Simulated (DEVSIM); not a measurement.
Device: abrupt Si p-n junction, at 300 K.

| layer (left to right) | material | thickness (μm) | Nd (cm⁻³) | Na (cm⁻³) | τn (s) | τp (s) |
|---|---|---|---|---|---|---|
| 1 | Si | 1.00 | - | 2.7e16 | 1.3e-5 | 1.3e-5 |
| 2 | Si | 1.70 | 2.5e17 | - | 1.3e-5 | 1.3e-5 |

Left contact: ohmic. Right contact: ohmic. Voltage is applied to the left contact. Recombination: SRH at mid-gap, radiative. Mobility is μmin + (μ − μmin)/(1 + (N/Nref)^α).

The device is made up for the run: typed textbook-type constants, with dimensions and the other settings drawn at random. Values at 300 K. The table also holds parameters that only a changed run uses.

| parameter | Si |
|---|---|
| gap (eV) | 1.124 |
| affinity (eV) | 4.05 |
| permittivity | 11.7 |
| Nc (cm⁻³) | 2.86e19 |
| Nv (cm⁻³) | 3.1e19 |
| μn (cm²/Vs) | 1417 |
| μp (cm²/Vs) | 470 |
| μn,min | 52 |
| μp,min | 45 |
| Nref,n | 9.7e16 |
| Nref,p | 2.2e17 |
| αn | 0.68 |
| αp | 0.72 |
| B (cm³/s) | 4.7e-15 |
| Cn (cm⁶/s) | 2.8e-31 |
| Cp (cm⁶/s) | 9.9e-32 |

Simulated with DEVSIM: 1D drift-diffusion, Boltzmann statistics, complete ionisation; no tunnelling, impact ionisation, image-force lowering or self-heating.

Base results: dark forward voltage at 100 A/cm² (V) 0.699; potential step across the device at zero bias (V) 0.819; dark forward voltage at 1 A/cm² (V) 0.577; largest field in the device at zero bias (V/cm) 76000.

Q: What follows from this one change: thickness of layer 1 1 → 0.35 μm?

A: dark forward voltage at 100 A/cm² 0.699 → 0.668 V; potential step across the device at zero bias little changed (0.819 V); dark forward voltage at 1 A/cm² 0.577 → 0.544 V; largest field in the device at zero bias little changed (76000 V/cm).

Q: What follows from this one change: doping Na of layer 1 2.7e+16 → 8.1e+17 cm^-3?

A: dark forward voltage at 100 A/cm² 0.699 → 0.794 V; potential step across the device at zero bias 0.819 → 0.907 V; dark forward voltage at 1 A/cm² 0.577 → 0.674 V; largest field in the device at zero bias 76000 → 220000 V/cm.

Q: What follows from this one change: constant mobility in place of the doping-dependent one?

A: dark forward voltage at 100 A/cm² 0.699 → 0.690 V; potential step across the device at zero bias little changed (0.819 V); dark forward voltage at 1 A/cm² 0.577 → 0.568 V; largest field in the device at zero bias little changed (76000 V/cm).
